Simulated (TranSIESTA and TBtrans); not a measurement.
**In chain with one bond stretched by 1.0 Å**

System: In chain with one bond stretched by 1.0 Å. Leads: straight In chain, spacing 2.9 Å. Geometry: as built, not relaxed.

Computed with TranSIESTA and TBtrans, PBE, DZP numerical orbitals (energy shift 0.15 eV), PseudoDojo norm-conserving scalar-relativistic potentials, mesh cutoff 200 Ry, 300 K, no spin polarisation, no spin-orbit coupling; self-consistent non-equilibrium Green functions.

Conductance at 300 K (G0 = 2e²/h): 1.90
Thermopower (μV/K): -3.2
Mean T from −0.5 to 0.5 eV: 1.30

Energies count from the leads' Fermi level. Transmissions are for one spin of a degenerate pair. The energy step is 0.01 eV; narrower resonances are cut or missed.

| E (eV) | T | lead channels |
|---|---|---|
| -2.00 | 0.38 | 1 |
| -1.90 | 0.34 | 1 |
| -1.80 | 0.25 | 1 |
| -1.70 | 0 | 0 |
| -1.60 | 0 | 0 |
| -1.50 | 0 | 0 |
| -1.40 | 0 | 0 |
| -1.30 | 0.31 | 1 |
| -1.20 | 0.61 | 1 |
| -1.10 | 0.65 | 1 |
| -1.00 | 0.66 | 1 |
| -0.90 | 0.66 | 1 |
| -0.80 | 0.67 | 1 |
| -0.70 | 0.67 | 1 |
| -0.60 | 0.67 | 1 |
| -0.50 | 0.68 | 1 |
| -0.40 | 0.68 | 1 |
| -0.30 | 0.69 | 1 |
| -0.20 | 0.69 | 1 |
| -0.10 | 1.60 | 3 |
| 0.00 | 1.95 | 3 |
| 0.10 | 1.82 | 3 |
| 0.20 | 1.64 | 3 |
| 0.30 | 1.51 | 3 |
| 0.40 | 1.43 | 3 |
| 0.50 | 1.40 | 3 |
| 0.60 | 1.39 | 3 |
| 0.70 | 1.40 | 3 |
| 0.80 | 1.43 | 3 |
| 0.90 | 1.47 | 3 |
| 1.00 | 1.51 | 3 |
| 1.10 | 1.54 | 3 |
| 1.20 | 1.58 | 3 |
| 1.30 | 1.61 | 3 |
| 1.40 | 1.63 | 3 |
| 1.50 | 1.64 | 3 |
| 1.60 | 1.64 | 3 |
| 1.70 | 1.64 | 3 |
| 1.80 | 1.63 | 3 |
| 1.90 | 1.61 | 3 |
| 2.00 | 1.59 | 3 |

The straight chain is held at its spacing; free chains may zigzag or dimerise. No spin-polarised start was tried, so a magnetic state, if there is one, is missed.
